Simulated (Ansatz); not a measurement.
**BN: response to strain**

The parent structure is BN in the zinc blende structure (space group F-43m, No. 216; a = 3.6097 Å).

Strains are applied to the cell and any free atomic positions relax.

Method: Kohn–Sham DFT with the r2SCAN functional, run in Ansatz (an electronic-structure program) with PAW and 500 eV plane waves, no spin-orbit coupling.

Notes on the quantities. hole mass: degenerate bands, along [100]; energy relative to the base: free energy F.

```
variant                     pressure                   hole mass  volume per atom  band gap  energy relative to the base
------------------------  ----------  --------------------------  ---------------  --------  ---------------------------
base                        0.00 GPa  0.48, 0.51, 0.51 mₑ (at Γ)          5.88 Å³   5.00 eV                   0 meV/atom
isotropic strain +0.50 %   -5.70 GPa  0.47, 0.52, 0.52 mₑ (at Γ)          5.97 Å³   4.98 eV                +1.6 meV/atom
isotropic strain +1.00 %  -11.07 GPa  0.47, 0.52, 0.52 mₑ (at Γ)          6.06 Å³   4.96 eV                +6.3 meV/atom
isotropic strain +1.50 %  -16.13 GPa  0.46, 0.53, 0.53 mₑ (at Γ)          6.15 Å³   4.94 eV                 +14 meV/atom
isotropic strain +2.00 %  -20.88 GPa  0.46, 0.53, 0.53 mₑ (at Γ)          6.24 Å³   4.92 eV                 +25 meV/atom
isotropic strain +2.50 %  -25.34 GPa  0.45, 0.54, 0.54 mₑ (at Γ)          6.33 Å³   4.90 eV                 +38 meV/atom
isotropic strain +3.00 %  -29.52 GPa  0.44, 0.54, 0.54 mₑ (at Γ)          6.42 Å³   4.88 eV                 +54 meV/atom
```

Effective masses come from finite differences of ±0.01 Å⁻¹. No phonon test of stability was made.
